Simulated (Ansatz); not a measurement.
## W under a change: pressure 15 GPa

Consider W in the bcc (W type) structure (space group Im-3m, No. 229; a = 3.184 Å).

One thing is altered: cell and atoms relaxed at a pressure of 15 GPa.

Calculations: DFT with PBE, PAW potentials and a 420 eV plane-wave cutoff in Ansatz (a first-principles code), without spin-orbit coupling. Γ-centred 20×20×20 mesh, Fermi–Dirac width 0.05 eV.

The volume per atom drops by 0.707 Å³ to 15.43 Å³ and the density increases by 0.87 g/cm³ to 19.79 g/cm³. The shortest interatomic distance drops by 0.041 Å to 2.716 Å and the enthalpy H = E + PV relative to the base's energy is +1.48 eV/atom. The band gap remains zero.

Final structure:

```xyz
1
Lattice="-1.5682 1.5682 1.5682 1.5682 -1.5682 1.5682 1.5682 1.5682 -1.5682" Properties=species:S:1:pos:R:3 pbc="T T T"
W      0.0000     0.0000     0.0000
```

Load acts through the strain it causes; cell and atoms are relaxed under it. Whether these cells are dynamically stable was not tested. No other phases were tried under pressure. All final runs are without spin polarisation.
